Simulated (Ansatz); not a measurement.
Consider CdGeAs2 in the chalcopyrite structure (space group I-42d, No. 122; a = 5.9812 Å, c = 11.2983 Å).

Computed with DFT with r2SCAN, PAW potentials and a 500 eV plane-wave cutoff in Ansatz (a program for electronic structure), no SOC.

For the base:

The gap between the host's bands is 0.10 eV and the gap character is direct at Γ.

The change: 1.41 holes added to each cell, a density of 7.0×10^21 cm⁻³, with a uniform compensating background at fixed cell and a 300 K Fermi–Dirac width.

### Question
Predict the new Fermi level from band edge.

### Answer
The Fermi level relative to the doped band's edge (positive inside the band; to 0.05 eV) comes out as +0.70 eV.

### Question
Estimate the effect on the gap between the host's bands.

### Answer
The gap between the host's bands grows by 0.044 eV, from 0.10 eV to 0.15 eV.

### Question
What happens to the gap character?

### Answer
The gap character remains direct at Γ.

Charged cell with a jellium background: band edges are those of the host's band count, energies are not comparable with the neutral cell, and many-body gap narrowing is missing. No phonon test of stability was made. A zero or small gap of CdGeAs2 can be the functional's error rather than a property of the material.
